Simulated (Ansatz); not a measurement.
**Effect of pressure 0.3 GPa on NiSi2**

Take NiSi$_{2}$ (space group Fm-3m, No. 225; a = 5.4441 Å; non-magnetic) as the base.

The change: a hydrostatic pressure of 0.3 GPa.

Calculations: PBE (Ansatz, a program for electronic structure; PAW; 420 eV plane waves; scalar-relativistic without spin-orbit coupling), earlier PAW set. k-mesh 15×15×15 (Γ-centred); smearing 0.05 eV (Fermi–Dirac).

- Volume per atom = 13.42 Å³ (base 13.45 Å³)
- Density = 4.74 g/cm³ (base 4.73 g/cm³)
- Lattice parameter a = 5.440 Å (base 5.444 Å)
- Shortest interatomic distance = 2.356 Å (base 2.357 Å)
- Enthalpy H = E + PV relative to the base's energy = +0.03 eV/atom
- Band gap = zero (base zero)

Cost of the whole job for the changed cell (relaxation, final SCF and bands): roughly 20 core-seconds.

Load acts through the strain it causes; cell and atoms are relaxed under it. No phonon test of stability was made. Starting moments died away, wholly or in part, for the base; another magnetic solution may exist. All final runs are without spin polarisation.
